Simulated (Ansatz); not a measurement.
The parent structure is BeSe in the zinc blende structure (space group F-43m, No. 216; a = 5.129 Å).

The values are results of plane-wave PAW DFT at the PBEsol level (Ansatz, a program for electronic structure, 420 eV), without spin-orbit coupling, not measurements.

One change was made to it. Results:

The band gap becomes zero (base: 2.47 eV); the density decreases by 0.46 g/cm³, from 4.33 g/cm³ to 3.87 g/cm³.

What was done to the base?
A) Se → Pd
B) Be → Eu
C) Se → Ge

C, Se → Ge. For comparison, the density in the other runs: Be → Eu gives 5.14 g/cm³; Se → Pd gives 6.42 g/cm³.

Other magnetic orders, which the real material may have, were not ruled out. The state of the 4f shell was not checked for lower solutions. Whether these cells are dynamically stable was not tested. As relaxed here, BeGe, EuSe and BePd are hypothetical phases, not in the database extracts checked. Spin-polarised in the final run: EuSe; the other runs are not. The zero or small gap of EuSe can change with the level of theory.
